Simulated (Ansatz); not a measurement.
Consider Pd in the fcc (Cu type) structure (space group Fm-3m, No. 225).

```
CELL_PARAMETERS angstrom
      0.00000     1.93787     1.93787
      1.93787     0.00000     1.93787
      1.93787     1.93787     0.00000
ATOMIC_POSITIONS crystal
  Pd 0.00000 0.00000 0.00000
```

Cartesian axes are those of the cell as printed.

Level of theory: DFT with PBEsol, PAW potentials and a 420 eV plane-wave cutoff in Ansatz (a program for electronic structure), no spin-orbit coupling.

For the base:

| Property | Result |
|---|---|
| Shortest interatomic distance | 2.741 Å |

One thing is altered: the symmetric strain tensor [0.0115 -0.0032 -0.0012; -0.0032 -0.0034 0.0027; -0.0012 0.0027 0.0049], atoms relaxed at fixed cell.

Predict the new energy relative to the base.

The energy increases by 2.1 meV/atom.

How does this affect the shortest interatomic distance?

The shortest interatomic distance drops by 0.0053 Å (2.741 Å → 2.735 Å).

Without a gap, meshes like the base's 21×21×21 leave anisotropic stresses uncertain by several tenths of a GPa, and small strain energies with them. Stability against distortions was not tested. All final runs are without spin polarisation.
